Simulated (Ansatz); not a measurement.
Results of PBE in Ansatz (PAW) for 1T (CdI2-type) PtTe2.

Rigid layers of the crystal as relaxed at this level are moved apart or together:

```json
[
 {"run": "1", "k mesh": "12×12×8", "layer repeat (Å)": "4.92", "energy against free layers (meV/Å²)": "1.67", "gap on the mesh (eV)": "0.000"},
 {"run": "2", "k mesh": "12×12×8", "layer repeat (Å)": "5.07", "energy against free layers (meV/Å²)": "-3.67", "gap on the mesh (eV)": "0.000"},
 {"run": "3", "k mesh": "12×12×8", "layer repeat (Å)": "5.22", "energy against free layers (meV/Å²)": "-6.11", "gap on the mesh (eV)": "0.000"},
 {"run": "4", "k mesh": "12×12×6", "layer repeat (Å)": "5.42", "energy against free layers (meV/Å²)": "-6.55", "gap on the mesh (eV)": "0.000"},
 {"run": "5", "k mesh": "12×12×6", "layer repeat (Å)": "5.72", "energy against free layers (meV/Å²)": "-5.35", "gap on the mesh (eV)": "0.000"},
 {"run": "6", "k mesh": "12×12×6", "layer repeat (Å)": "6.22", "energy against free layers (meV/Å²)": "-2.37", "gap on the mesh (eV)": "0.000"},
 {"run": "7", "k mesh": "12×12×6", "layer repeat (Å)": "7.22", "energy against free layers (meV/Å²)": "-0.87", "gap on the mesh (eV)": "0.283"},
 {"run": "8", "k mesh": "12×12×4", "layer repeat (Å)": "9.22", "energy against free layers (meV/Å²)": "-0.13", "gap on the mesh (eV)": "0.804"}
]
```

The lowest energy of these points lies at a layer repeat of 5.42 Å.

Spin–orbit coupling is not included.

Note: the cell comes from a level without a dispersion term, which matters for the spacing of layers, chains or molecules.

Ansatz is a quantum-chemistry and plane-wave program.
